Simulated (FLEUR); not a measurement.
# FLEUR run on Al₂Cu (I4/mmm, 3 atoms in the cell): self-consistent single point

Computed with PBEsol, all-electron FLAPW (FLEUR), scalar-relativistic valence.

Input as run:

Input of the input generator:

```
Al2Cu
&input film=f /
-3.8367770912 3.8367770912 5.3877887053
3.8367770912 -3.8367770912 5.3877887053
3.8367770912 3.8367770912 -5.3877887053
1.0
1.0 1.0 1.0

3
13 0.7500000000 0.2500000000 0.5000000000
13 0.2500000000 0.7500000000 0.5000000000
29 0.5000000000 0.5000000000 0.0000000000

&comp jspins=1 /
&exco xctyp='PBEs' /
&kpt div1=9 div2=9 div3=9 /
&end /
```

```xml
<?xml version="1.0" encoding="UTF-8" standalone="no"?>
<fleurInput fleurInputVersion="0.39">
   <comment>
      Al2Cu                                                                                               
   </comment>
   <calculationSetup>
      <cutoffs Kmax="4.6" Gmax="16.1" GmaxXC="16.1" numbands="0"/>
      <scfLoop itmax="80" minDistance="0.00001" maxIterBroyd="99" imix="Anderson" alpha="0.05" precondParam="0.0" spinf="2.0"/>
      <coreElectrons ctail="T" frcor="F" kcrel="0" coretail_lmax="0"/>
      <xcFunctional name="PBEs" relativisticCorrections="F"/>
      <magnetism jspins="1"/>
      <soc l_soc="F" theta="0.0" phi="0.0" spav="F"/>
      <expertModes spex="0" secvar="F"/>
      <geometryOptimization l_f="T" forcealpha="1.0" forcemix="BFGS" epsdisp="0.00001" epsforce="0.00001"/>
      <ldaU l_linMix="F" mixParam="0.05" spinf="1.0"/>
   </calculationSetup>
   <cell>
      <bzIntegration valenceElectrons="17.0" mode="gauss" fermiSmearingEnergy="0.00183747">
         <kPointListSelection listName="default-1"/>
         <!-- k-points included here -->
         <xi:include xmlns:xi="http://www.w3.org/2001/XInclude" href="kpts.xml"> </xi:include>
      </bzIntegration>
      <!-- symmetry operations included here -->
      <xi:include xmlns:xi="http://www.w3.org/2001/XInclude" href="sym.xml"> </xi:include>
      <bulkLattice scale="1.0">
         <bravaisMatrix>
            <row-1>   -3.8367770912000001     3.8367770912000001     5.3877887053000002</row-1>
            <row-2>    3.8367770912000001    -3.8367770912000001     5.3877887053000002</row-2>
            <row-3>    3.8367770912000001     3.8367770912000001    -5.3877887053000002</row-3>
         </bravaisMatrix>
      </bulkLattice>
   </cell>
   <atomSpecies>
      <species name="Aluminum (Al)" element="Al" atomicNumber="13">
         <mtSphere radius="1.72" gridPoints="595" logIncrement="0.019"/>
         <atomicCutoffs lmax="8" lnonsphr="6"/>
         <electronConfig flipSpins="F">
            <coreConfig>(1s1/2) (2s1/2) (2p1/2) (2p3/2)</coreConfig>
            <valenceConfig>(3s1/2) (3p1/2) (3p3/2)</valenceConfig>
            <stateOccupation state="(3p1/2)" spinUp="0.1666666666667" spinDown="0.1666666666667"/>
            <stateOccupation state="(3p3/2)" spinUp="0.3333333333333" spinDown="0.3333333333333"/>
         </electronConfig>
         <energyParameters s="3" p="3" d="3" f="4"/>
      </species>
      <species name="Copper (Cu)" element="Cu" atomicNumber="29">
         <mtSphere radius="2.65" gridPoints="915" logIncrement="0.014"/>
         <atomicCutoffs lmax="10" lnonsphr="8"/>
         <electronConfig flipSpins="F">
            <coreConfig>(1s1/2) (2s1/2) (2p1/2) (2p3/2) (3s1/2) (3p1/2) (3p3/2)</coreConfig>
            <valenceConfig>(4s1/2) (3d3/2) (3d5/2)</valenceConfig>
            <stateOccupation state="(4s1/2)" spinUp="0.5" spinDown="0.5"/>
         </electronConfig>
         <energyParameters s="4" p="4" d="3" f="4"/>
         <lo type="HELO" l="2" n="4" eDeriv="0"/>
      </species>
   </atomSpecies>
   <atomGroups>
      <atomGroup species="Aluminum (Al)">
         <relPos label="                   1">-1.000/4.000 1.000/4.000 1.000/2.000</relPos>
         <relPos label="                   2">1.000/4.000 -1.000/4.000 1.000/2.000</relPos>
         <force calculate="T" relaxXYZ="TTT"/>
      </atomGroup>
      <atomGroup species="Copper (Cu)">
         <relPos label="                   3">1.000/2.000 1.000/2.000 .0000000000</relPos>
         <force calculate="T" relaxXYZ="TTT"/>
      </atomGroup>
   </atomGroups>
   <output dos="F" band="F" slice="F">
      <checks vchk="F" cdinf="F"/>
      <bandDOS minEnergy="-.5*Htr" maxEnergy="0.5*Htr" sigma="0.015" storeEVData="T"/>
      <vacuumDOS vacdos="F" integ="F" star="F" nstars="0" locx1="0.0" locy1="0.0" locx2="0.0" locy2="0.0" nstm="0" tworkf="0.0"/>
      <unfoldingBand unfoldBand="F" supercellX="1" supercellY="1" supercellZ="1"/>
      <plotting iplot="0" polar="F">
         <plot TwoD="T" vec1="  1.0  0.0  0.0" vec2="  0.0  1.0  0.0" vec3="  0.0  0.0  1.0" zero="  0.0  0.0  0.0" file="plot"/>
      </plotting>
      <chargeDensitySlicing numkpt="0" minEigenval="0.0" maxEigenval="0.0" nnne="0" pallst="F"/>
      <specialOutput eonly="F"/>
      <magneticCircularDichroism mcd="F" energyLo="-10.0" energyUp="0.0"/>
   </output>
  <!-- We include the file relax.xml here to enable relaxations (see documentation) -->
  <xi:include xmlns:xi="http://www.w3.org/2001/XInclude" href="relax.xml"> <xi:fallback/> </xi:include>
</fleurInput>
```

Log, with long lists cut:

```
      Welcome to FLEUR        (www.flapw.de)
      MaX-Release 8.1          (www.max-centre.eu)

 ========== k-point set info ==========
 Selected k-point list: default-1
 k-point list type: mesh
 9 x 9 x 9
 Number of k points: 75

 ------------Calculation Setup---------------------------
           1           3           5          15          25          75
 Number of basis functions:          548
 Iteration:     1   Distance:      40.37166000 me/bohr^3
 Iteration:     2   Distance:      21.55993636 me/bohr^3
 Iteration:     3   Distance:       7.44706736 me/bohr^3
 Iteration:     4   Distance:       6.68760311 me/bohr^3
 Iteration:     5   Distance:       2.38173781 me/bohr^3
 Iteration:     6   Distance:       0.94173792 me/bohr^3
   [... 6 lines left out ...]
 Iteration:    13   Distance:       0.00174980 me/bohr^3
 Iteration:    14   Distance:       0.00009087 me/bohr^3
 Iteration:    15   Distance:       0.00007348 me/bohr^3
 Iteration:    16   Distance:       0.00001031 me/bohr^3
 Iteration:    17   Distance:       0.00000029 me/bohr^3
 Run finished successfully
 Stop message:
   Structural relaxation: Done

[file out, last iteration]
             iter=     18
          p o t e n t i a l   g e n e r a t o r
[...]
          integral of pseudo charge density inside the slab=        0.000000   0.000000
     coulomb potential in the interstitial region:
          density-coulomb potential integrals
          total density-coulomb potenti    -3239.1854019619
          density-effective potential integrals for spin  1
          total density-effective poten   -3.3733746750E+03
          charge density-energy density integrals
          total charge density-energy d   -1.0255579071E+02
 Updated energy parameters for spin:           1
  Atom    1 3s branch from -3.46 to  3.21 htr. ; e_l = -0.1571
  Atom    1 3p branch from -2.04 to  3.55 htr. ; e_l = -0.0270
  Atom    1 3d branch from -9.99 to  3.28 htr. ; e_l =  0.1351
  Atom    1 4f branch from -9.99 to  6.52 htr. ; e_l =  0.2971
  Atom    2 4s branch from -3.90 to  0.90 htr. ; e_l =  0.0752
  Atom    2 4p branch from -2.34 to  1.40 htr. ; e_l =  0.2229
  Atom    2 3d branch from -9.99 to  0.17 htr. ; e_l =  0.1259
  Atom    2 4f branch from -9.99 to  2.82 htr. ; e_l =  0.5475
  Atom    2-4d branch from  1.82 to  1.82 htr. ; e_l(l  1.8163
[...]
 fermi energy and band-weighting factors:
at   0.44444   0.55556  -0.44444   k-weight:    0.005487
   14 eigenvalues :
    0.050011    0.058833    0.079720    0.122353    0.124758    0.129753    0.130436    0.177351
    0.202923    0.300367    0.350486    0.571549    0.646609    0.658354
   [... 2 blocks of this kind left out ...]

[...]
FERMIE:
          first approx. to ef    (T=0)  :   0.271710 htr   (energy of the highest occ. eigenvalue)
          number of occ. states  (T=0)  :        630
          first approx. to seigv (T=0)  :   2.012080 htr
          sum of weights of occ. states :   8.518519
          sum of semicore charge        :   0.000000 e
          fermi energy=   0.27148 har   work function=  -7.38737 ev
          number of valence electrons=  17.00000
     band-weighting factor for spin=    1
     k-point=    1
   [... lines left out ...]
          total moment                 =     0.00000
 Direct bandgap for spin            1 :    3.3376745831925070E-003  Htr
   [... lines left out ...]
          0.00101256  electrons lost from core.
          total charge for spin  1=   55.000000
          interst. charge =       4.768701
          mt charge=             10.471945   29.287409
          total charge  =   55.000000
          zc=    55.000000     qfix=    1.000000
     t o t a l  e n e r g y
          sum of eigenvalues =             -1205.6054920501
          density-coulomb potential int    -3239.1854019619
          density-effective potential i    -3373.3746750007
          charge density-ex.-corr.energ     -102.5557907101
          el.-nucl. inter. diff. m.t.        568.1383300860
          Madelung term for atom type:       -17.6293176642
          el.-nucl. inter. diff. m.t.       1996.1975829322
          Madelung term for atom type:        -2.0655694797
 ---->    total energy=                    -2138.4101089026 htr
 ---->    (input%tkb*entropy) TS=              0.0000000000 htr
 ---->    free energy=                     -2138.4101089026 htr
      extrapolation for T->0
 ---->    total electron energy=           -2138.4101089026 htr
 ***** TOTAL FORCES ON ATOMS *****
 TOTAL FORCE FOR ATOM TYPE=  1  X=  3.837   Y=  0.000   Z= -2.694
                       FX_TOT= 0.000000 FY_TOT= 0.000000 FZ_TOT= 0.000000
 TOTAL FORCE FOR ATOM TYPE=  2  X=  0.000   Y=  0.000   Z=  5.388
                       FX_TOT= 0.000000 FY_TOT= 0.000000 FZ_TOT= 0.000000
 Structural relaxation: Done
```

The run converged in 17 iterations. FLEUR gives forces in its relaxation mode, with a further iteration, so its stop message speaks of a relaxation.

The starting cell comes from a database of computed structures (which also holds hypothetical and non-ambient phases and stackings), without a prior relaxation at this level. Spin polarisation is off. Values depend on the basis (sphere radii, cutoffs, local orbitals), which need not be converged. The log's line on a gap gives a spacing of levels on this mesh, which the program prints for metals too.

Cost on one core of a shared machine: roughly 4 min.
